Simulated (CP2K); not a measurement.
Worked example: self-consistent single point of Ti3Al5 (Pmmm, 8 atoms in the cell) in CP2K.

Method of the run: PBEsol, GPW, DZVP-MOLOPT-SR-GTH basis, GTH-PBE potentials (GTH_POTENTIALS) in CP2K.

The change in words: lattice scaled by 0.98. Reference geometry:
```xyz
8
Lattice="3.9115 0.0000 0.0000 0.0000 4.0248 0.0000 0.0000 0.0000 8.1051" Properties=species:S:1:pos:R:3 pbc="T T T"
Ti     0.0000     2.0124     2.1484
Ti     0.0000     2.0124     5.9567
Ti     1.9558     2.0124     0.0000
Al     0.0000     0.0000     0.0000
Al     0.0000     0.0000     4.0526
Al     1.9558     2.0124     4.0526
Al     1.9558     0.0000     1.9633
Al     1.9558     0.0000     6.1418
```

Reference input (self-consistent single point, DFT PBEsol, GPW, DZVP-MOLOPT-SR-GTH basis, GTH-PBE potentials (GTH_POTENTIALS)): CUTOFF = 600 Ry; REL_CUTOFF = 40 Ry; SMEAR/METHOD = FERMI_DIRAC; ELECTRONIC_TEMPERATURE = 1160.45 K; KPOINTS/SCHEME = MONKHORST-PACK 6 6 3; GAMMA_CENTERED = T; XC_FUNCTIONAL = PBE:PBESOL; Ti/BASIS_SET = DZVP-MOLOPT-SR-GTH; Ti/POTENTIAL = GTH-PBE-q12; Al/BASIS_SET = DZVP-MOLOPT-SR-GTH; Al/POTENTIAL = GTH-PBE-q3; METHOD = GPW. This run's input differs from it in these lines:

```diff
@@ -67,5 +67,5 @@
     &CELL
-      A 3.91154300 0.00000000 0.00000000
-      B 0.00000000 4.02477800 0.00000000
-      C 0.00000000 0.00000000 8.10511500
+      A 3.83331200 0.00000000 0.00000000
+      B 0.00000000 3.94428200 0.00000000
+      C 0.00000000 0.00000000 7.94301300
       PERIODIC XYZ
@@ -73,10 +73,10 @@
     &COORD
-      Ti       0.00000000     2.01238900     2.14842283
-      Ti       0.00000000     2.01238900     5.95669217
-      Ti       1.95577150     2.01238900     0.00000000
+      Ti       0.00000000     1.97214100     2.10545446
+      Ti       0.00000000     1.97214100     5.83755854
+      Ti       1.91665600     1.97214100     0.00000000
       Al       0.00000000     0.00000000     0.00000000
-      Al       0.00000000     0.00000000     4.05255750
-      Al       1.95577150     2.01238900     4.05255750
-      Al       1.95577150     0.00000000     1.96330201
-      Al       1.95577150     0.00000000     6.14181299
+      Al       0.00000000     0.00000000     3.97150650
+      Al       1.91665600     1.97214100     3.97150650
+      Al       1.91665600     0.00000000     1.92403604
+      Al       1.91665600     0.00000000     6.01897696
     &END COORD
```

Output (repeated stretches shortened):

```
 SCF WAVEFUNCTION OPTIMIZATION

  Step     Update method      Time    Convergence         Total energy    Change
     1 NoMix/Diag. 0.30E+00      -     1.73454157      -186.7296195676 -1.87E+02
     2 Broy./Diag. 0.30E+00      -     0.08532306      -185.9724288811  7.57E-01
     3 Broy./Diag. 0.30E+00      -     0.04491707      -185.4289882585  5.43E-01
     4 Broy./Diag. 0.30E+00      -     0.07650265      -184.9327043689  4.96E-01
     5 Broy./Diag. 0.30E+00      -     0.01586616      -184.8158103059  1.17E-01
     6 Broy./Diag. 0.30E+00      -     0.00434412      -184.7543826375  6.14E-02
   [... 3 lines left out ...]
    10 Broy./Diag. 0.30E+00      -     0.00004639      -184.7610409366  1.02E-03
    11 Broy./Diag. 0.30E+00      -     0.00001782      -184.7610782527 -3.73E-05
    12 Broy./Diag. 0.30E+00      -     0.00000401      -184.7610213042  5.69E-05
    13 Broy./Diag. 0.30E+00      -     0.00000078      -184.7610094960  1.18E-05
  *** SCF run converged in    13 steps ***

  Overlap energy of the core charge distribution:               0.00000000000001
  Self energy of the core charge distribution:               -348.90671614137568
  Core Hamiltonian energy:                                     87.95361757694150
  Hartree energy:                                             102.15636020399350
  Exchange-correlation energy:                                -25.95853798376806
  Electronic entropic energy:                                  -0.00573314916736
  Fermi energy:                                                 0.35110339858321

  Total energy:                                              -184.76100949601559
  Total energy (extrapolated to T->0):                       -184.75814292143190

                     Mulliken Population Analysis

   [... lines left out ...]

 STRESS| Analytical stress tensor [bar]
 STRESS|                        x                   y                   z
 STRESS|      x        6.71873965599E+04  -4.54837623659E-05   2.23367317826E-05
 STRESS|      y       -4.54837623659E-05   6.11768548792E+04  -1.42567898944E-05
 STRESS|      z        2.23367317826E-05  -1.42567898944E-05   6.46030709117E+04
 STRESS| 1/3 Trace                                             6.43224407836E+04
```

The run converged in 13 iterations. Against the reference run the free energy rises by 14.8 meV/atom, the pressure goes from -1.00 to 6.43 GPa and the largest force goes from 0.056 to 0.110 eV/Å.

The starting cell comes from a database of computed structures (which also holds hypothetical and non-ambient phases and stackings), without a prior relaxation at this level. Its lattice was rescaled by a random factor within 2.5 % of one. For this run, on top of that: lattice scaled by 0.98. Spin polarisation is off. Values carry the incompleteness of an atom-centred basis. The potentials were made for another functional than the one used. With a pressure of about 6 GPa the cell is away from its equilibrium volume at this level.

Cost on one core of a shared machine: roughly 40 s.
